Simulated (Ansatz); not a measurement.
Seebeck coefficient (μV/K, mean over directions) of p-type CdTe (F-43m) against carrier density, PBE with spin-orbit coupling, rigid bands (Ansatz, a program for electronic structure). Computed gap 0.49 eV; densities at which minority carriers matter at this gap, or further valleys turn the trend, are left out. Conductivity mass 0.55 mₑ (harmonic mean over directions), N_v = 1.8e19 cm⁻³ at 300 K.

```tsv
hole density	300 K	500 K
1e18 cm⁻³	462	532
3e18 cm⁻³	369	438
1e19 cm⁻³	(withheld)	336
3e19 cm⁻³	182	(withheld)
1e20 cm⁻³	104	156
3e20 cm⁻³	57	93
1e21 cm⁻³	31	51
```

Question: Fill in the missing entries.

Answer: 
- 1e19 cm⁻³, 300 K: 268
- 3e19 cm⁻³, 500 K: 246

Rigid bands with a gap fixed in temperature, one relaxation time for all states, no polarons or phonon drag, and whether or not such doping can be reached. Geometry: cell and atoms relaxed with PBEsol.
